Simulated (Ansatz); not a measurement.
The starting structures come from a database of crystals and need not be the phases stable at ambient conditions.

Inside the gap of an insulator the Bloch states are evanescent, with a wavenumber k + iκ along the transport direction.

Consider the following.

```
CELL_PARAMETERS angstrom
      5.26944     0.00000     0.00000
     -2.63472     4.56347     0.00000
      2.63472     1.52116     4.63437
ATOMIC_POSITIONS crystal
  Li 0.50000 0.75000 0.75000
  Li 0.50000 0.25000 0.25000
  Nb 0.00000 0.50000 0.50000
  Nb 0.00000 0.00000 0.00000
  O  0.50000 0.62963 0.25000
  O  0.50000 0.37037 0.75000
  O  0.12036 0.87037 0.25000
  O  0.87964 0.12964 0.75000
  O  0.87964 0.25000 0.25000
  O  0.12037 0.75000 0.75000
```

The cell is taken as given; by r2SCAN it stands under a pressure of -9.4 GPa.

Transport runs along the normal of the first two printed cell vectors, the (001) plane of the conventional cell.

No gap correction and no spin-orbit coupling; mid-gap is the computed energy nearest the middle.

### Question
Predict the band gap and the smallest decay constant κ at mid-gap from r2SCAN (Ansatz, a first-principles code).

### Answer
Gap 2.80 eV on a 8×8×8 mesh; κ = 0.295 1/Å, at (0.500, 0.000) of the in-plane reciprocal vectors. At the zone centre the slowest state has κ = 0.30 1/Å.
